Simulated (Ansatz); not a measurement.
Abridged Ansatz (an electronic-structure program) output:

```
Relaxation: its limit of steps is 50 (relax.max_steps)
Pseudopotential: W, paw, valence charge 14
Pseudopotential: C, paw, valence charge 4
Crystal: 2 atoms, lattice volume = 21.167 Å³
Basis set: ecut = 420 eV, 405 PW (Γ), exchange–correlation on 40×40×40 points (8 copies of the dense FFT grid, shifted against one another)
Bands: 13, of which v1, the nominal top of the filled ones, is band 9 counted from 1 (8 counted from 0)
Symmetry: 12 space group operations
k-points: 616 of 10580 (time reversal used)
Functional: x = slater, c = lda
SCF iter   1: F=—  HF=-10373.249261 eV  |F-HF|=—  |Δ(HF+E_count)|=         —  Δρ=1.12e-2  dr2=2.31e-2  ethr=1.77e-3  ⟨swp⟩=5.1  Hψ=39331  notcnv=0
SCF iter   2: F=—  HF=-10373.247401 eV  |F-HF|=—  |Δ(HF+E_count)|=   1.86e-3  Δρ=7.34e-3  dr2=1.17e-2  ethr=1.28e-4  ⟨swp⟩=1.0  Hψ=12936  notcnv=0
SCF 1 converged in 6 iterations: F = -10373.244931 eV  dr2 = 2.61e-10
relax step   1: F+E_penalty+E_count = -10373.24493114 eV  Δ(F+E_penalty+E_count) = +0.000e0 eV  max|allowed force component| = 1.943e-16 eV/Å  Δτ_max = 0.0000 Å  P = -14.620 GPa  Ω = 21.167 Å³  fix = [a, b, gamma]  reactions: a -24.028, b -24.028 GPa  (6 SCF iters, dr2 threshold 1.00e-7 eV, accepted)
[... steps on the carried basis left out ...]
relax step   6: F+E_penalty+E_count = -10373.24612682 eV  Δ(F+E_penalty+E_count) = +8.788e-7 eV  max|allowed force component| = 2.128e-16 eV/Å  Δτ_max = 0.0000 Å  P = -16.433 GPa  Ω = 21.259 Å³  energy of the carried Pulay correction = -9.059e-7 eV  fix = [a, b, gamma]  reactions: a -24.649, b -24.649 GPa  (7 SCF iters, dr2 threshold 9.81e-10 eV, accepted)
Crystal: 2 atoms, lattice volume = 21.259 Å³
SCF iter   1: F=—  HF=-10373.246128 eV  |F-HF|=—  |Δ(HF+E_count)|=         —  Δρ=5.81e-7  dr2=5.09e-11  ethr=6.83e-8  ⟨swp⟩=3.2  Hψ=62849  notcnv=0
SCF iter   2: F=—  HF=-10373.246128 eV  |F-HF|=—  |Δ(HF+E_count)|=   6.56e-7  Δρ=3.69e-7  dr2=2.45e-11  ethr=2.83e-13 (applied; sched 1.00e-12)  ⟨swp⟩=4.3  Hψ=22679  notcnv=0
SCF 7 converged in 8 iterations: F = -10373.246128 eV  dr2 = 1.54e-15
SCF converged after 8 iterations
Free energy (F): -10373.246128 eV
Internal energy: -10373.234447 eV  (E = F + TS)
E sigma→0 (E₀):  -10373.240288 eV
Entropy (-TS):   -0.011682 eV (-5.841 meV/atom)
Fermi energy:    19.726897 eV
--- Forces (eV/Å), atoms counted from 1 ---
  atom   1  W     -0.00000000     0.00000000     0.00000000
  atom   2  C     -0.00000000     0.00000000     0.00000000
--- Stress (GPa, compression-positive) ---
      -24.649415       0.000000      -0.000000
       -0.000000     -24.649415      -0.000000
       -0.000000      -0.000000       0.000129
  P = ⅓ Tr σ = -16.4329 GPa (-164.329 kbar)
--- Relaxed structure (5 steps of the walk, 5 accepted, 2 SCFs on fresh bases) ---
  cell:  # Å, volume = 21.2591 Å³
    - [2.9708349872191575, -1.7015334820573844e-98, 0.0]
    - [1.4854174936095788, 2.5728185693834087, 0.0]
    - [0.0, 0.0, 2.7813653854572706]
  atoms:
    - { symbol: W, position: [-9.251858536388855e-18, -9.251858536388852e-18, 0.0] }
    - { symbol: C, position: [0.3333333333333333, 0.33333333333333326, 0.49999999999999994] }
```

Task: What was computed, and what are the main results?

Result: WC, 2 atoms in the cell, with LDA/PAW in Ansatz, scalar-relativistic without spin-orbit coupling. The last SCF converged to F = -10373.246128 eV, or -5186.6231 eV per atom, at a pressure of -16.43 GPa. The total energy compares only with runs of the same code, potentials and settings.

The cells carry an imposed strain or load. No phonon test of stability was made. The final runs are not spin-polarised. The cell was made from WC (space group P-6m2, No. 187) by this change: biaxial strain +3.00 %, plane normal [001], relaxed out of plane.

Keys are those of Ansatz 0.2.
